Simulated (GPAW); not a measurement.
**σyy against uniaxial strain in bcc Mo (space group 229): C12 (GPAW, LDA)**

```
Mo
1.0
   -1.53053     1.55384     1.55384
    1.53053    -1.55384     1.55384
    1.53053     1.55384    -1.55384
Mo
1
Direct
  0.00000   0.00000   0.00000
```

Method of the run: LDA (Perdew-Wang 92), GPAW PAW datasets LDA (gpaw-data 1.0.1) (plane waves; GPAW). Settings: mode = pw; ecut = 585 eV; xc = LDA; kpts = 40 40 40; mesh shift (steps) = 0 0 0; occupations.name = fermi-dirac; occupations.width = 0.05 eV; nbands = -7; convergence.density = 1e-06 e/electron; convergence.energy = 1e-06 eV/electron; symmetry.symmorphic = false; symmetry.tolerance = 0.0005; maxiter = 150. The cell above is the first row's. The rows stretch one cube axis (x) by the strain ε and hold the other two. Stress is positive in tension. In all rows the k mesh is held.

```
ε (%)  σyy (GPa)
-----  ---------
-1.5           ?
-1.0       -1.73
-0.5       -0.79
0.0         0.12
0.5         1.01
1.0         1.87
1.5         2.71
2.0         3.53
```

Q: Fit σyy against ε with a parabola, and predict the withheld value at ε = -1.5.

A: Least squares gives σyy = 0.120 + 1.8002·ε - 0.0481·ε². Residuals (row less fit): -0.002, 0.002, 0.000, 0.002, -0.002, -0.002, 0.002; standard error 0.002 (degrees of freedom: 4). The slope at ε = 0, 1.8002 GPa per cent, gives C12 ≈ 100 × 1.8002 = 180 GPa, for the static lattice. At the withheld row, σyy = 0.120 + 1.8002 × (-1.5) - 0.0481 × (-1.5)² = -2.689 GPa. The calculation gives -2.69 GPa, which the fit meets to the printed digits. The row lies outside the fitted rows, so this is an extrapolation.

Carrying the step between the two nearest rows on in a straight line would have given -2.67, off by 0.02; series whose last step already gives the withheld value aren't shown. The reference cell has the volume at which an earlier scan in this program and functional put its minimum by a fit. The unstrained cell stands at a pressure of -0.12 GPa, and the constants belong to that pressure. Spin polarisation is off. Without a gap such slopes are sensitive to mesh and smearing. Cutoffs and mesh are single choices, not tested for convergence of this quantity. Series with a scatter that would blur these digits, or in which a gap closes, are not shown. Strain series were run only where this level's volume lies within 10 % of a first guess from the measured size.
